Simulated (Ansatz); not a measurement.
We consider NiSi (Pmmn, No. 59, 4 atoms in the cell; start mp-999192; another space group than a measured phase of this formula), described by r²SCAN (plane waves, PAW; Ansatz, a first-principles code).

Settings: plane-wave cutoff 560 eV, 18×16×12 k mesh (along the axes of the cell as run), Fermi–Dirac smearing 0.05 eV, no spin polarisation, scalar-relativistic PAW data made under PBE.

Cell (relaxed at this level):

NiSi has the orthorhombic space group Pmmn, origin choice 1 (No. 59), Pearson symbol oP4. Lattice parameters: a = 2.9481 Å, b = 3.2901 Å, c = 4.6702 Å, α = β = γ = 90.00°. Si on 2a sees 6 Ni at 2.334–2.374 Å. Ni on 2a is coordinated by 6 Si at 2.334–2.374 Å and 4 Ni at 2.651 Å. (Neighbours: up to the widest gap in distance over summed covalent radii, below 1.35, at either atom; cation-cation and far metal-metal contacts left out.)

**Question.** What does this level give for the bulk modulus B0?

**Answer.** 
* **bulk modulus B0**: 175 GPa

Note: the run has no spin polarisation, so it can have missed a magnetic state; the bulk modulus is −V dP/dV from two relaxed cells at ±2 % in volume; the relaxation could not lower the start's symmetry, so the cell can be a saddle point above a distorted one.

Computed values are for the static lattice.

A start named mp-… is a Materials Project structure, which need not be a measured phase.
